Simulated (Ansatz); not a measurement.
The reference is TeS2 in the CdI2 type structure (space group P-3m1, No. 164; a hypothetical phase, not in the database extracts checked; layered; relaxed with 0.1 eV smearing).

```
CELL_PARAMETERS angstrom
      3.74398     0.00000     0.00000
     -1.87199     3.24238     0.00000
      0.00000     0.00000     5.46013
ATOMIC_POSITIONS crystal
  Te 0.00000 0.00000 0.00000
  S  0.33333 0.66667 0.28520
  S  0.66667 0.33333 0.71480
```

Cartesian axes are those of the cell as printed.

Computed with PBEsol-D3(BJ) in Ansatz (plane waves to 420 eV, PAW, spin-orbit coupling left out).

Strains are applied to the cell and any free atomic positions relax; under stress the whole cell relaxes.

One change was made to it. Results:

The energy increases by 9.2 meV/atom; the volume per atom grows by 0.252 Å³ to 22.35 Å³.

### Question
Name the change that was made.
A. uniaxial stress, 2 GPa tension along x
B. uniaxial stress, 3 GPa tension along x
C. isotropic strain −0.61 %

### Answer
B, uniaxial stress, 3 GPa tension along x. For comparison, the energy relative to the base in the other runs: isotropic strain −0.61 % gives +1.1 meV/atom; uniaxial stress, 2 GPa tension along x gives +3.7 meV/atom.

Stability under load was not tested beyond the relaxation. All final runs are without spin polarisation.

Ansatz is a program for electronic structure.
